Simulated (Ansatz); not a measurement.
Consider Pt in the fcc (Cu type) structure (space group Fm-3m, No. 225).

```
Pt
1.0
    0.00000     1.97013     1.97013
    1.97013     0.00000     1.97013
    1.97013     1.97013     0.00000
Pt
1
Direct
  0.00000   0.00000   0.00000
```

Cartesian axes are those of the cell as printed.

The values are results of Ansatz (a program for electronic structure) r2SCAN, no SOC, not measurements.

Strains are applied to the cell and any free atomic positions relax; under biaxial strain the out-of-plane vector relaxes too.

One change was made to it. Results:

```tsv
quantity	base	after
energy relative to the base (free energy F)	0 meV/atom	+45 meV/atom
band gap	zero	zero
volume per atom	15.29 Å³	14.92 Å³
```

### Question
Which of these changes matches the shifts?
A. biaxial strain −2.33 %, plane normal [001], relaxed out of plane
B. biaxial strain +1.15 %, plane normal [111], relaxed out of plane
C. biaxial strain −4.03 %, plane normal [001], relaxed out of plane
D. biaxial strain −0.94 %, plane normal [110], relaxed out of plane
E. uniaxial strain ε_yy = +0.45 %

### Answer
C, biaxial strain −4.03 %, plane normal [001], relaxed out of plane. For comparison, the energy relative to the base in the other runs: biaxial strain −0.94 %, plane normal [110], relaxed out of plane gives +2.0 meV/atom; uniaxial strain ε_yy = +0.45 % gives +0.3 meV/atom; biaxial strain +1.15 %, plane normal [111], relaxed out of plane gives +3.4 meV/atom; biaxial strain −2.33 %, plane normal [001], relaxed out of plane gives +14 meV/atom.

Without a gap, meshes like the base's 20×20×20 leave anisotropic stresses uncertain by several tenths of a GPa, and small strain energies with them. Stability against distortions was not tested. The final runs are not spin-polarised.
